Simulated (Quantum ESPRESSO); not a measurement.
# What a tighter setting buys: K_POINTS, a sheet of PtSe₂ (3 atoms in the cell)

```
CELL_PARAMETERS angstrom
      3.66767     0.00000     0.00000
     -1.83384     3.17630     0.00000
      0.00000     0.00000    16.98204
ATOMIC_POSITIONS crystal
  Pt 0.00000 0.00000 0.50000
  Se 0.33333 0.66667 0.58780
  Se 0.66667 0.33333 0.41220
```

Method: PBE, PseudoDojo standard norm-conserving (PBE) pseudopotentials (plane waves; Quantum ESPRESSO 7.5).

Base settings: ecutwfc = 90 Ry; occupations = smearing; smearing = methfessel-paxton; degauss = 0.0036749 Ry; potentials = {Pt: Pt.upf, Se: Se.upf}; K_POINTS = automatic 7 7 1 0 0 0; conv_thr = 1e-11 Ry; mixing_beta = 0.4.

Misses are taken against the tightest run, automatic 20 20 1 0 0 0, which need not be fully converged itself. The energy is the free energy per atom.

The count of work is k-points × plane waves × bands × iterations; it is no time, and leaves out set-up, grids and terms that scale otherwise. Core times come from one kind of shared machine and are given to one figure; runs under 30 s give none.

The starting cell was generated: these elements placed on a structure prototype, without a prior relaxation; it need not be a known phase or ordering of this composition. In the base run, forces exceed 1 eV/Å.

| K_POINTS | energy less reference (meV/atom) | largest difference in the force on any atom (eV/Å) | count of work / reference | core time / reference (rough) |
|---|---|---|---|---|
| automatic 1 1 1 0 0 0 | 1768.79 | 1.328 | 0.023 | – |
| automatic 2 2 1 0 0 0 | -112.27 | 1.009 | 0.042 | – |
| automatic 3 3 1 0 0 0 | -22.41 | 0.055 | 0.068 | – |
| automatic 4 4 1 0 0 0 | 19.89 | 0.043 | 0.091 | 0.1 |
| automatic 5 5 1 0 0 0 | 13.37 | 0.030 | 0.11 | 0.1 |
| automatic 6 6 1 0 0 0 | 1.61 | 0.008 | 0.16 | 0.2 |
| automatic 7 7 1 0 0 0 | -0.99 | 0.002 | 0.18 | 0.2 |
| automatic 8 8 1 0 0 0 | -0.30 | 0.001 | 0.23 | 0.3 |
| automatic 10 10 1 0 0 0 | 0.14 | 0.001 | 0.32 | 0.3 |
| automatic 11 11 1 0 0 0 | 0.02 | 0.000 | 0.36 | 0.4 |
| automatic 14 14 1 0 0 0 | 0.00 | 0.000 | 0.55 | 0.6 |
| automatic 16 16 1 0 0 0 | 0.00 | 0.000 | 0.68 | 0.7 |
| automatic 20 20 1 0 0 0 | 0.00 | 0.000 | 1.0 | 1 |

Coarsest setting among those run that, with all tighter ones, holds the energy within 10 meV/atom of the reference: automatic 6 6 1 0 0 0, off by 1.6 meV/atom; it needs 0.16 of the reference's count of work and about 0.2 of the reference's time.

Coarsest setting among those run that, with all tighter ones, holds the energy within 0.5 meV/atom of the reference: automatic 8 8 1 0 0 0, off by 0.30 meV/atom; it needs 0.23 of the reference's count of work and about 0.3 of the reference's time.

Smallest miss in the energy for at most 0.05 times the reference's count of work: automatic 2 2 1 0 0 0, with a miss of 110 meV/atom at a count of 0.042.

The step from automatic 5 5 1 0 0 0 to automatic 10 10 1 0 0 0: it takes the miss in the energy from 13 to 0.14 meV/atom, for 2.8 times the count of work and roughly 3 times the time.

Left out of this page: 1 run of the series outside the window shown, repeating another row's setting, or not comparable.
